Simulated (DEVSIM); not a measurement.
Structure: GaP/Si n-p heterojunction, at 300 K.

Layer 1 from the left is GaP, thickness (μm) 0.510, Nd (cm⁻³) 7e15, τn (s) 4.5e-7, τp (s) 4.5e-7. Layer 2 from the left is Si, thickness (μm) 0.120, Na (cm⁻³) 1e15, τn (s) 4.5e-7, τp (s) 4.5e-7.

Left contact: ohmic. Right contact: ohmic. Voltage is applied to the left contact. Recombination: SRH at mid-gap, radiative, Auger. Mobility is μmin + (μ − μmin)/(1 + (N/Nref)^α).

Constants are typed, rounded textbook-type inputs, not results; the design itself was drawn at random and stands for no fabricated device. Values at 300 K.

GaP: gap (eV) 2.26, affinity (eV) 3.8, permittivity 11.1, Nc (cm⁻³) 1.8e19, Nv (cm⁻³) 1.9e19, μn (cm²/Vs) 250, μp (cm²/Vs) 150, μn,min 10, μp,min 10, Nref,n 4.4e18, Nref,p 1e18, αn 0.8, αp 0.85, B (cm³/s) 1e-13, Cn (cm⁶/s) 1e-30, Cp (cm⁶/s) 1e-30. Si: gap (eV) 1.124, affinity (eV) 4.05, permittivity 11.7, Nc (cm⁻³) 2.86e19, Nv (cm⁻³) 3.1e19, μn (cm²/Vs) 1417, μp (cm²/Vs) 470, μn,min 52, μp,min 45, Nref,n 9.7e16, Nref,p 2.2e17, αn 0.68, αp 0.72, B (cm³/s) 4.7e-15, Cn (cm⁶/s) 2.8e-31, Cp (cm⁶/s) 9.9e-32.

DEVSIM, 1D drift-diffusion, Boltzmann statistics, complete ionisation; no tunnelling, impact ionisation, image-force lowering or self-heating. Band offsets follow the typed affinities; no thermionic-emission limit at abrupt steps, no polarisation charge.

Question: What does the simulation give for the dark forward voltage at 100 A/cm², the dark forward voltage at 1 A/cm², the potential step across the device at zero bias?

Answer: dark forward voltage at 100 A/cm² 0.725 V; dark forward voltage at 1 A/cm² 0.457 V; potential step across the device at zero bias 0.904 V.
